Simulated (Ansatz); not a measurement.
An Ansatz (a program for electronic structure) input (Ansatz, r2SCAN, PAW, cutoff 500 eV, no spin-orbit coupling, earlier PAW set):

Ansatz 0.2 input:
```yaml
crystal:
  lattice:
    - [-3.8238616192, 3.8238616192, 0]
    - [1.9119308096, 1.9119308096, 4.2798023718]
    - [1.9119308096, 1.9119308096, -4.2798023718]
  atoms:
    - { symbol: Al, position: [0.005944345, 0.4986256942, 0.5011099799] }
    - { symbol: Al, position: [0.5053129815, -0.006071428, 0.0075471575] }
    - { symbol: Al, position: [0.2497396743, 0.5062232575, 1.0061903742] }
    - { symbol: Al, position: [0.7565918603, -0.0000780063, 0.5006863237] }
    - { symbol: Al, position: [0.7458767969, 0.4994089321, 1.0009523397] }
    - { symbol: Al, position: [0.2542173081, -0.0061005681, 0.4958635608] }
    - { symbol: Ti, position: [-0.0032836607, 0.0060403967, -0.0029371864] }
    - { symbol: Ti, position: [0.4956745079, 0.5049441642, 0.4988101821] }
    - { symbol: Al, position: [0.004574358, 0.2425817334, 0.7443168522] }
basis: { ecutwfc: 500, ecutrho_ratio: 4, xc_grid: 4, fft_grid_basis: typed }
kpoints: { mp_grid: { grid: [6, 8, 8] } }
hamiltonian:
  xc: r2scan
  dispersion: none
  pseudopotentials: { azcp: { folder: ./paw }, kind: paw }
scf: { occupations: { method: fermi_dirac, width: 0.05 }, convergence: { dr2_threshold: 0.0000000009 } }
relax: { f_tol: 0.02, max_steps: 45 }
output: { forces: true, stress: true }
checkpoint: { write: state.ck, write_every: 1000 }
```

Question: Which symmetry and how many k-points will the program report, and about how many plane waves at Γ?

Answer: Space group P1 (ITA 1) with 1 operations, k-points 196 of 384, and 3137 plane waves at Γ.

Question: And the final pressure?

Answer: 25.87 GPa (compression positive).

In so small a cell the defect repeats every few ångströms: this is an ordered compound, not a dilute defect. The final runs are not spin-polarised. The cell was made from TiAl$_{3}$ (space group I4/mmm, No. 139) by this change: Al interstitial (started 1.91 Å from the nearest host atom). The defect cell is not spin-polarised.
